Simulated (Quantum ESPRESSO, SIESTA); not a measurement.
A Quantum ESPRESSO input for a self-consistent single point of ScAl (Cmcm, 4 atoms in the cell) (DFT, PBEsol, plane waves, PseudoDojo standard norm-conserving (PBESOL) pseudopotentials):

```fortran
&CONTROL
  calculation = 'scf'
  prefix = 'scal'
  outdir = './tmp/'
  pseudo_dir = './'
  tprnfor = .true.
  tstress = .true.
/
&SYSTEM
  ibrav = 0
  nat = 4
  ntyp = 2
  ecutwfc = 80
  occupations = 'smearing'
  smearing = 'fermi-dirac'
  degauss = 0.0073499
/
&ELECTRONS
  conv_thr = 1.0d-10
  mixing_beta = 0.5
/
ATOMIC_SPECIES
Sc    44.9559  Sc.upf
Al    26.9815  Al.upf
ATOMIC_POSITIONS {alat}
Sc    0.3809823840   -0.6743533438    0.1660343742
Sc    0.3809823840    0.6743533438    0.4981031226
Al    0.3809823840   -0.1562544081    0.1660343742
Al    0.3809823840    0.1562544081    0.4981031226
K_POINTS {automatic}
6 6 6  0 0 0
CELL_PARAMETERS {bohr}
   4.1000896397    -9.9502508640     0.0000000000
   4.1000896397     9.9502508640     0.0000000000
   0.0000000000     0.0000000000     7.1473731712
```

Write the same calculation as an input for SIESTA.

One input that does it (others would too):

```
# files in the folder: Sc.psml Al.psml (PseudoDojo PBEsol standard)
SystemName  ScAl
SystemLabel siesta

NumberOfAtoms                4
NumberOfSpecies              2
%block ChemicalSpeciesLabel
  1 21 Sc
  2 13 Al
%endblock ChemicalSpeciesLabel
LatticeConstant              1.0 Bohr
%block LatticeVectors
     4.100089640   -9.950250864    0.000000000
     4.100089640    9.950250864    0.000000000
     0.000000000    0.000000000    7.147373171
%endblock LatticeVectors
AtomicCoordinatesFormat      Ang
%block AtomicCoordinatesAndAtomicSpecies
     2.169674000   -3.840405695    0.945556750  1
     2.169674000    3.840405695    2.836670250  1
     2.169674000   -0.889860374    0.945556750  2
     2.169674000    0.889860374    2.836670250  2
%endblock AtomicCoordinatesAndAtomicSpecies

XC.functional                GGA
XC.authors                   PBEsol
PAO.BasisSize                DZP
PAO.EnergyShift              0.005 Ry
MeshCutoff                   400 Ry
%block kgrid.MonkhorstPack
    6   0   0  0.0
    0   6   0  0.0
    0   0   6  0.0
%endblock kgrid.MonkhorstPack
OccupationFunction           FD
ElectronicTemperature        1160.45 K

MaxSCFIterations             150
SCF.Mixer.Method             Pulay
SCF.Mixer.Weight             0.2
SCF.Mixer.History            8
SCF.DM.Tolerance             1.0E-04
Diag.ParallelOverK           true
WriteForces                  true
```

Basis, cutoffs, solver keys and any potentials are the target program's own. This input uses DFT, GGA PBEsol, numerical atomic orbitals DZP, PseudoDojo PBEsol standard norm-conserving potentials (rewritten from UPF to PSML).

The starting cell comes from a database of computed structures (which also holds hypothetical and non-ambient phases and stackings), without a prior relaxation at this level. Its lattice was rescaled by a random factor within 2.5 % of one.
